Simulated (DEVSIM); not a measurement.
Structure: abrupt Si n-p junction, at 400 K.

| layer (left to right) | material | thickness (μm) | Nd (cm⁻³) | Na (cm⁻³) | τn (s) | τp (s) |
|---|---|---|---|---|---|---|
| 1 | Si | 11.0 | 1.2e18 | - | 0.00088 | 0.00088 |
| 2 | Si | 240 | - | 4.3e14 | 0.00088 | 0.00088 |

Left contact: ohmic. Right contact: ohmic. Voltage is applied to the left contact. Recombination: SRH at mid-gap, Auger. Mobility is μmin + (μ − μmin)/(1 + (N/Nref)^α).

Constants are typed, rounded textbook-type inputs, not results; the design itself was drawn at random and stands for no fabricated device. Values at 300 K; Nc and Nv go as T^1.5, mobilities as T to minus their exponent, the gap by Varshni's rule with the affinity fixed.

```csv
parameter,Si
gap (eV),1.124
affinity (eV),4.05
permittivity,11.7
Nc (cm⁻³),2.86e19
Nv (cm⁻³),3.1e19
μn (cm²/Vs),1417
μp (cm²/Vs),470
"μn,min",52
"μp,min",45
"Nref,n",9.7e16
"Nref,p",2.2e17
αn,0.68
αp,0.72
T exponent of μn,2.3
T exponent of μp,2.2
Cn (cm⁶/s),2.8e-31
Cp (cm⁶/s),9.9e-32
Varshni α (eV/K),0.000473
Varshni β (K),636
```

Model (solved in DEVSIM): 1D drift-diffusion, Boltzmann statistics, complete ionisation; no tunnelling, impact ionisation, image-force lowering or self-heating.

The doping Nd of layer 1 was swept, all else fixed.

| doping Nd of layer 1 (cm^-3) | dark forward voltage at 1 A/cm² (V) | largest field in the device at zero bias (V/cm) | potential step across the device at zero bias (V) |
|---|---|---|---|
| 3.6e16 | 0.483 | 13000 | 0.451 |
| 1.2e17 | 0.461 | 23000 | 0.492 |
| 3.6e17 | 0.452 | [?] | 0.530 |
| 1.2e18 | 0.449 | 69000 | 0.572 |
| 3.6e18 | 0.448 | 120000 | 0.610 |
| 1.2e19 | 0.448 | 220000 | 0.651 |

Q: Complete the blanks.

A: 
- 3.6e17, largest field in the device at zero bias (V/cm): 38000
